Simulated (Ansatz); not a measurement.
**Hypothetical CdI2 type CeO2: pressure series**

Start from CeO2 in the CdI2 type structure (space group P-3m1, No. 164; a hypothetical phase, not in the database extracts checked).

CeO$_{2}$ is taken in the trigonal space group P-3m1 (No. 164), the CdI2 type structure, Pearson symbol hP3. Conventional cell: a = 3.5949 Å, b = 3.5949 Å, c = 4.4067 Å, α = 90.00°, β = 90.00°, γ = 120.00°. Ce on 1a is surrounded by 6 O at 2.263 Å (octahedral). O on 2d is coordinated by 3 Ce at 2.263 Å (trigonal pyramidal). (Neighbours: up to the widest gap in distance over summed covalent radii, below 1.35, at either atom; cation-cation and far metal-metal contacts left out.)

Cell and atoms are relaxed at each pressure.

Calculations: r2SCAN+rVV10 (Ansatz, a quantum-chemistry and plane-wave program), without spin-orbit coupling, earlier PAW set.

| pressure (GPa) | volume per atom (Å³/atom) |
|---|---|
| -1 | 17.533 |
| 0 | 16.439 |
| 0.3 | 16.237 |
| 0.7 | 16.011 |
| 1.5 | 15.634 |
| 3 | ? |
| 5 | 14.575 |
| 7.5 | 14.067 |
| 10 | 13.655 |

Problem. Fit the third-order Birch–Murnaghan form P(V) = (3B₀/2)[(V₀/V)^(7/3) − (V₀/V)^(5/3)]·[1 + (3/4)(B₀′ − 4)((V₀/V)^(2/3) − 1)] (squares taken in P) to the rows shown and predict the withheld row.

Solution. Least squares on the printed values gives V₀ = 16.455 Å³/atom, B₀ = 23.0 GPa, B₀′ = 10.1; this predicts 15.097 Å³/atom, and the run gives 15.104 Å³/atom, 0.007 higher.

Load acts through the strain it causes; cell and atoms are relaxed under it. Stability against distortions was not tested. Competing high-pressure phases were not computed. Starting moments died away, wholly or in part, for the base; another magnetic solution may exist. All final runs are without spin polarisation.
